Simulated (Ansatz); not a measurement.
# Thickness series in Mo

Consider Mo in the bcc (W type) structure (space group Im-3m, No. 229).

```
CELL_PARAMETERS angstrom
     -1.56484     1.56484     1.56484
      1.56484    -1.56484     1.56484
      1.56484     1.56484    -1.56484
ATOMIC_POSITIONS crystal
  Mo 0.00000 0.00000 0.00000
```

Cartesian axes are those of the cell as printed.

Free-standing slabs (1 atom(s) a layer) normal to [110] with 15 Å of vacuum; in-plane cell held at bulk.

Calculations: PBEsol (Ansatz, a quantum-chemistry and plane-wave program; PAW; 420 eV plane waves; scalar-relativistic without spin-orbit coupling), earlier PAW set.

Notes on the quantities. layer's space group: with vacuum; excess energy per area of both faces: slab less bulk energy over the cell's area: twice a surface energy; uncertain by up to 0.2 J/m².

| variant | layer's space group | excess energy per area of both faces | shortest interatomic distance | thickness between the outermost nuclei |
|---|---|---|---|---|
| base | – | – | 5.122 bohr | – |
| 1 layer | Cmmm (No. 65) | – | 5.122 bohr | – |
| 2 layers | Cmme (No. 67) | 6.03 J/m² | 4.794 bohr | 2.00 Å |
| 3 layers | Cmmm (No. 65) | 6.4 J/m² | 4.995 bohr | 4.26 Å |
| 4 layers | Cmme (No. 67) | 6.3 J/m² | 4.981 bohr | 6.47 Å |
| 5 layers | Cmmm (No. 65) | 6.2 J/m² | 4.958 bohr | 8.66 Å |
| 6 layers | Cmme (No. 67) | 6.2 J/m² | 4.961 bohr | 10.88 Å |
| 7 layers | Cmmm (No. 65) | 6.2 J/m² | 4.961 bohr | 13.08 Å |

Slab and bulk use different k-meshes, which limits the precision of the excess energy. No phonon test of stability was made. The final runs are not spin-polarised.
